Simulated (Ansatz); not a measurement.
Surface energy of faces of hcp Tl in PBE and in LDA, in Ansatz (plane waves, PAW). Symmetric slabs relaxed with PBE from ideal cuts in 1x1 cells (the lowest computed cut and spin start of each face; real faces may reconstruct in larger cells); LDA values are single points on them, with the bulk at the same level. No spin-orbit coupling, no U.

| face | PBE (J/m²) | LDA (J/m²) |
|---|---|---|
| (0001) | 0.28 | 0.44 |
| (10-10) | 0.25 | 0.40 |
| (10-11) | 0.28 | 0.45 |
| (10-12) | 0.30 | 0.45 |
| (11-20) | 0.30 | ? |
| (11-21) | 0.30 | 0.46 |
| (11-22) | 0.28 | 0.45 |
| (20-21) | 0.26 | 0.42 |
| (21-30) | 0.28 | 0.44 |

**Question.** Fit a straight line y = a·x + b by least squares to the 8 complete rows (x: PBE (J/m²); y: LDA (J/m²)).

**Answer.** the means are x̄ = 0.2788 and ȳ = 0.4388; Σ(x − x̄)² = 0.0020875 and Σ(x − x̄)(y − ȳ) = 0.0021875, so a = 1.048 and b = ȳ − a·x̄ = 0.147. The largest residual is 0.011.

**Question.** What does the line predict for the withheld row, (11-20), and what did the calculation give?

**Answer.** the line gives 0.46; the calculation gave 0.48, a miss of 0.02, of the size of the fitted rows' scatter and rounding.

Ansatz is a first-principles code.
